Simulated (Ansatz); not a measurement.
**NaI (Cmmm, No. 65, 4 atoms in the cell; start mp-1246268; a measured phase of this formula has another space group)**

Level of theory: r²SCAN+SOC in Ansatz (plane waves, PAW).

Settings: plane-wave cutoff 560 eV, 8×8×6 k mesh (along the axes of the cell as run), Fermi–Dirac smearing 0.01 eV, PAW data made under PBE.

Cell (relaxed with PBE-D3(BJ)):

```xyz
4
Lattice="4.7787 0.0000 0.0000 0.0000 4.0985 0.0000 0.0000 0.0000 6.7606" Properties=species:S:1:pos:R:3 pbc="T T T"
Na     1.1947     2.0492     1.6900
Na     3.5840     2.0492     5.0706
I      1.1947     0.0000     5.0703
I      3.5840     0.0000     1.6903
```

* **band gap**: 3.08 eV (indirect)
* **smallest direct gap on the k points sampled**: 3.31 eV

Note: cell and atoms aren't relaxed at this level (pressure 1.0 GPa).

Computed values are for the static lattice.

It cost very roughly 17 core-minutes of CPU time.

A start named mp-… is a Materials Project structure, which need not be a measured phase.

Ansatz is a program for electronic structure.
